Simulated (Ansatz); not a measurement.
SnTe₂ (model structure, started from the rutile type, P4₂/mnm, No. 136, 6 atoms in the cell) was calculated with LDA (plane waves, PAW; Ansatz, an electronic-structure program).

Numerical settings: plane-wave cutoff 520 eV, 8×8×14 k mesh (along the axes of the cell as run), Fermi–Dirac smearing 0.05 eV, scalar-relativistic PAW data made under PBE.

Cell (relaxed at this level):

```yaml
crystal:
  lattice:
    - [6.86105, 0.00000, 0.00000]
    - [0.00000, 6.86105, 0.00000]
    - [0.00000, 0.00000, 4.31813]
  atoms:
    - { symbol: Sn, position: [0.00000, 0.00000, 0.00000] }
    - { symbol: Sn, position: [0.50000, 0.50000, 0.50000] }
    - { symbol: Te, position: [0.30042, 0.30042, 0.00000] }
    - { symbol: Te, position: [0.80042, 0.19958, 0.50000] }
    - { symbol: Te, position: [0.19958, 0.80042, 0.50000] }
    - { symbol: Te, position: [0.69958, 0.69958, 0.00000] }
```

Task: Predict the bulk modulus B0.

Result: 
- bulk modulus B0: 45.0 GPa

The run finds no gap.

Note: the bulk modulus is −V dP/dV from two relaxed cells at ±2 % in volume; the relaxation could raise the start's symmetry but not lower it, so the cell can be a saddle point.

Spin–orbit coupling is not included; it can open a gap where bands touch, and shift volumes and moduli.

The computed numbers hold no vibrational or temperature effects.

It cost roughly 16 core-minutes of CPU time.

A model structure was made by putting elements into a prototype or built by hand; it is no filed structure, need not be a known phase, and can be a saddle point held by its symmetry.
